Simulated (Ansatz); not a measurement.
Consider Rh in the fcc (Cu type) structure (space group Fm-3m, No. 225; a = 3.7800 Å).

Method: Ansatz (a first-principles code), PBEsol, PAW, cutoff 420 eV, no spin-orbit coupling.

One change was made to it. Results:

```tsv
quantity	base	after
shortest interatomic distance	2.673 Å	2.709 Å
density	12.66 g/cm³	22.72 g/cm³
```

### Question
Name the change that was made.
A. Rh → W
B. Rh → Ir
C. Rh → Bi

### Answer
B, Rh → Ir. For comparison, the shortest interatomic distance in the other runs: Rh → Bi gives 3.495 Å; Rh → W gives 2.827 Å.

No phonon test of stability was made. As relaxed here, Bi is a hypothetical phase, not in the database extracts checked. The final runs are not spin-polarised. This is not the structure that W has at room temperature and ambient pressure.
